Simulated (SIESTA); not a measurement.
A self-consistent single point of TeH6O6 (P1, 13 atoms in the cell) with SIESTA.

Computed with GGA PBEsol, numerical atomic orbitals DZP, PseudoDojo PBEsol standard norm-conserving potentials (rewritten from UPF to PSML) run with SIESTA.

```yaml
crystal:
  lattice:
    - [5.56750, 0.00000, 0.00000]
    - [-2.54749, 4.96770, 0.00000]
    - [-2.70142, -1.63058, 4.74542]
  atoms:
    - { symbol: Te, position: [0.01047, 0.00751, 0.00236] }
    - { symbol: H, position: [0.97208, 0.37585, 0.77804] }
    - { symbol: H, position: [0.60006, 0.18073, 0.22112] }
    - { symbol: H, position: [0.94456, 0.75948, 0.57357] }
    - { symbol: H, position: [0.01660, 0.60898, 0.20539] }
    - { symbol: H, position: [0.42181, 0.79829, 0.81610] }
    - { symbol: H, position: [0.16864, 0.33883, 0.42239] }
    - { symbol: O, position: [0.00412, 0.22452, 0.74696] }
    - { symbol: O, position: [0.47590, 0.25022, 0.25636] }
    - { symbol: O, position: [0.04795, 0.76377, 0.77064] }
    - { symbol: O, position: [0.01688, 0.78212, 0.25737] }
    - { symbol: O, position: [0.53710, 0.75291, 0.75021] }
    - { symbol: O, position: [0.99238, 0.26103, 0.22742] }
```

Reference input (self-consistent single point, DFT, GGA PBEsol, numerical atomic orbitals DZP, PseudoDojo PBEsol standard norm-conserving potentials (rewritten from UPF to PSML)): XC.functional = GGA; XC.authors = PBEsol; potentials = PseudoDojo PBEsol standard; PAO.BasisSize = DZP; PAO.EnergyShift = 0.01 Ry; MeshCutoff = 350 Ry; kgrid.MonkhorstPack = 7 6 6; OccupationFunction = FD; ElectronicTemperature = 10 K; MaxSCFIterations = 150; SCF.Mixer.Method = Pulay; SCF.Mixer.Weight = 0.25. This run's input differs from it in these lines:

```diff
@@ -51,3 +51,6 @@
 SCF.Mixer.History            8
-SCF.DM.Tolerance             1.0E-04
+SCF.DM.Converge              false
+SCF.H.Converge               false
+SCF.FreeE.Converge           true
+SCF.FreeE.Tolerance          1.0E-01 eV
 Diag.ParallelOverK           true
```

Output (repeated stretches shortened):

```
        iscf     Eharris(eV)        E_KS(eV)     FreeEng(eV)     dDmax    Ef(eV) dHmax(eV)
   scf:    1    -5596.563433    -5616.448598    -5616.448598  1.437523 -5.448994 14.340812
   scf:    2    -5629.051565    -5623.838276    -5623.838276  0.329289 -6.015873  6.425808
   scf:    3    -5625.421247    -5624.991980    -5624.991980  0.249062 -5.616102  1.094305
   scf:    4    -5625.050378    -5625.025452    -5625.025452  0.027177 -6.034470  0.518946
SCF Convergence by FreeE criterion
|FreeE_i-FreeE_(i-1)| (eV) <     0.10000000
max |DM_out - DM_in|         :     0.0271769742
max |H_out - H_in|      (eV) :     0.5189457384
SCF cycle converged after 4 iterations

Using DM_out to compute the final energy and forces

siesta: E_KS(eV) =            -5625.0255

siesta: E_KS - E_eggbox =     -5625.0255

siesta: Atomic forces (eV/Ang):
     1    0.761284   -1.074497   -0.762367
     2   -1.128887    1.112326    0.299612
     3   -0.711084    0.190447    0.069279
     4   -0.006622    0.366844   -0.901908
     5    0.072167   -0.033748   -0.181654
     6   -0.480343    0.087565    0.098757
     7    0.553410    0.111940    1.799038
     8    1.241968   -0.145602   -1.146018
     9    1.424905    0.395564    0.567431
    10    0.409089   -0.682010    0.924950
   [... lines left out ...]
siesta: FreeEng =     -5625.025452
   [... lines left out ...]
siesta:    -0.011803    0.003942    0.002582
siesta:     0.004015   -0.016010    0.001573
siesta:     0.001065    0.002501   -0.030382

siesta: Cell volume =        131.247449 Ang**3

siesta: Pressure (static):
siesta:                Solid            Molecule  Units
siesta:           0.00021127          0.00062206  Ry/Bohr**3
siesta:           0.01939816          0.05711478  eV/Ang**3
siesta:          31.07928552         91.50796026  kBar
```

The run converged in 4 iterations. Against the reference run the free energy stays essentially unchanged (within 1 meV/atom), the pressure moves little (3.15 to 3.11 GPa), the largest force goes from 2.301 to 2.219 eV/Å and the gap on the mesh goes from 1.598 to 1.796 eV.

The starting cell comes from a database of computed structures (which also holds hypothetical and non-ambient phases and stackings), without a prior relaxation at this level. Its atoms were displaced at random from the sites of space group no. 1. Spin-orbit coupling is off. Values carry the incompleteness of an atom-centred basis. With a pressure of about 3 GPa the cell is away from its equilibrium volume at this level. Forces in this geometry exceed 1 eV/Å.
